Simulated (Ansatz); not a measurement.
The parent structure is Ca₃SbN in the anti-perovskite structure (space group Pm-3m, No. 221; a = 4.803 Å; a cell from a computed database, its experimental status unchecked).

Method: DFT with PBEsol, PAW potentials and a 420 eV plane-wave cutoff in Ansatz (an electronic-structure program), without spin-orbit coupling.

Before the change:

The band gap is 0.33 eV and the lattice parameter a is 4.803 Å. The width of the top valence band is 2.10 eV.

Modification: As takes the place of N on all its sites, then cell and atoms are relaxed.

Tabulated Pauling electronegativity and covalent radius: N 3.04, 0.71 Å; As 2.18, 1.19 Å.

Q: Estimate the effect on the electron mass.

A: The electron mass comes out as 0.052 mₑ (at Γ).

Q: What does the calculation give for the band gap after the change?

A: The band gap rises by 0.10 eV, from 0.33 eV to 0.43 eV.

Q: Predict the new lattice parameter a.

A: The lattice parameter a grows by 0.613 Å (4.803 Å → 5.416 Å).

Q: Predict the new width of the top valence band.

A: The width of the top valence band shrinks by 0.40 eV to 1.70 eV.

Spin-orbit coupling, missing from the scalar runs, can matter with Sb. Effective masses come from finite differences of ±0.01 Å⁻¹. No phonon test of stability was made. For Ca3SbAs in this form, whether it has been made was not checked.
